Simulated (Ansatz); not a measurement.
Consider Zr in the hcp (Mg type) structure (space group P6_3/mmc, No. 194; a = 3.244 Å, c = 5.158 Å; relaxed with 0.1 eV smearing). Axes: x lies along a and z along c of the hexagonal cell.

Calculations: r2SCAN (Ansatz, an electronic-structure program), no spin-orbit coupling.

For the base:

The pressure is 0.0 GPa.

Modification: uniaxial strain ε_zz = +1.29 %, all other strain components held at zero, atoms relaxed at fixed cell.

Question: What happens to the energy relative to the base?

Answer: The energy grows by 2.0 meV/atom.

Question: What does the calculation give for the pressure after the change?

Answer: The pressure (mean of the normal stresses, compression positive) goes from zero to -1.2 GPa.

Stability against distortions was not tested. All final runs are without spin polarisation.
